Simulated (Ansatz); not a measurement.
Checking a run of Ansatz (a first-principles code) on Cs₂LiYCl₆ (Fm-3m, 10 atoms in the cell). The aim is a self-consistent single point with DFT, LDA (PW92), plane waves, default PAW files made with PBE.

Cell that was meant: a = 7.5265 Å, b = 7.5265 Å, c = 7.5265 Å, α = 60.00°, β = 60.00°, γ = 60.00°.

Part of the input:

Ansatz 0.2 input:
```yaml
    - { symbol: Li, position: [0.50000000, 0.50000000, 0.50000000] }
    - { symbol: Cs, position: [0.25000000, 0.25000000, 0.25000000] }
    - { symbol: Cs, position: [0.75000000, 0.75000000, 0.75000000] }
total_charge: 2.0
basis:
  ecutwfc: 420.0
kpoints:
```

The program printed (abridged):

```
WARN ansatz: RAYON_NUM_THREADS=1 ignored (pool sized by the plan → 1); use --threads N
Pseudopotentials: kind: paw
   [... lines left out ...]
PAW frozen core: Cs, regenerated for the run's functional, and the local potential with it
Initial density: superposition of atomic densities (neutral atoms scaled as one to the charged cell's electrons …
Initial wavefunctions: pseudopotential atomic-orbital guess
Eigensolver: davidson
Functional: x = slater, c = lda
SCF iter   1: F=—  HF=-21246.594276 eV  |F-HF|=—  |Δ(HF+E_count)|=         —  Δρ=1.92e-2  dr2=2.57e0  ethr=1.77e-3  ⟨swp⟩=6.8  Hψ=737  notcnv=0  defer=14
all-band conjugate gradients solve this SCF's bands
preconditioner: auto → LDOS
SCF iter   2: F=—  HF=-21246.177319 eV  |F-HF|=—  |Δ(HF+E_count)|=   4.17e-1  S|Δr|=    0.00e0  Δρ=1.43e-2  dr2=1.53e0  ethr=1.77e-3  ⟨swp⟩=4.2  Hψ=416  notcnv=0  defer=17
   [... lines left out ...]
SCF iter   6: F=—  HF=-21245.661212 eV  |F-HF|=—  |Δ(HF+E_count)|=   8.76e-5  S|Δr|=    0.00e0  Δρ=5.92e-5  dr2=1.70e-5  ethr=4.16e-7  ⟨swp⟩=2.0  Hψ=246  notcnv=0  defer=19
SCF iter   7: F=—  HF=-21245.661122 eV  |F-HF|=—  |Δ(HF+E_count)|=   9.00e-5  S|Δr|=    0.00e0  Δρ=1.59e-5  dr2=1.20e-6  ethr=2.36e-8  ⟨swp⟩=2.0  Hψ=301  notcnv=0  defer=19
SCF iter   8: F=-21245.661122 eV  HF=-21245.661122 eV  |F-HF|=1.58e-9  |Δ(HF+E_count)|=   2.05e-7  S|Δr|=    0.00e0  Δρ=3.09e-6  dr2=1.63e-8  ethr=1.39e-10  ⟨swp⟩=13.8  Hψ=1145  notcnv=0
SCF 1 converged in 8 iterations: F = -21245.661122 eV  dr2 = 1.63e-8
Stability not checked (fill_not_monotonic)
Free energy (F): -21245.661122 eV
Internal energy: -21245.669573 eV  (E = F + TS)
E sigma→0 (E₀):  -21245.663939 eV
Entropy (-TS):   0.008451 eV (0.845 meV/atom)
Fermi energy:    1.140934 eV
--- Forces (eV/Å), atoms counted from 1 ---
  atom   1  Y      0.00000000    -0.00000000     0.00000000
  atom   2  Cl    -0.13880060    -0.00000000    -0.00000000
  atom   3  Cl     0.00000000    -0.13880060    -0.00000000
   [... lines left out ...]
  atom  10  Cs    -0.00000000     0.00000000    -0.00000000
--- Stress (GPa, compression-positive) ---
       -0.797207       0.000000       0.000000
       -0.000000      -0.797207      -0.000000
        0.000000       0.000000      -0.797207
  P = ⅓ Tr σ = -0.7972 GPa (-7.972 kbar)
  The stress holds the Pulay correction. Without it, at fixed plane waves, as pw.x and ABINIT print it: P = -0.7991 GPa
```

**Question.** Is this run sound? If not, what is wrong?

**Answer.** The run is not sound. The fault is an unintended net charge. A charged periodic cell changes the electron count and is neutralised by a uniform background, so energy, forces and pressure belong to another system. To fix it, remove the charge. The run converged in 8 iterations without an error; against the sound input the pressure goes from -3.49 to -0.80 GPa, the largest force goes from 0.312 to 0.139 eV/Å and no clean gap remains on the mesh (levels overlap or are partly filled), against 4.68 eV before.

The sound input it was made from differs as follows (other fixes are possible):
```diff
-total_charge: 2.0
```

With that input, the run converged in 7 iterations: free energy E − TS (on the zero of these files) -21242.7333 eV; top of the valence band (on the code's own zero) 1.84 eV; gap on the k-point mesh 4.68 eV; pressure -3.49 GPa; largest force (vector length) 0.312 eV/Å (DFT, LDA (PW92), plane waves, default PAW files made with PBE).

On the sound input: the starting cell comes from a database of published, mostly measured structures (it also holds non-ambient and calculated ones), without a prior relaxation at this level. Its lattice was rescaled by a random factor within 2.5 % of one. With a pressure of about -3 GPa the cell is away from its equilibrium volume at this level. Ansatz's pressure includes its estimate of the finite-basis (Pulay) stress.
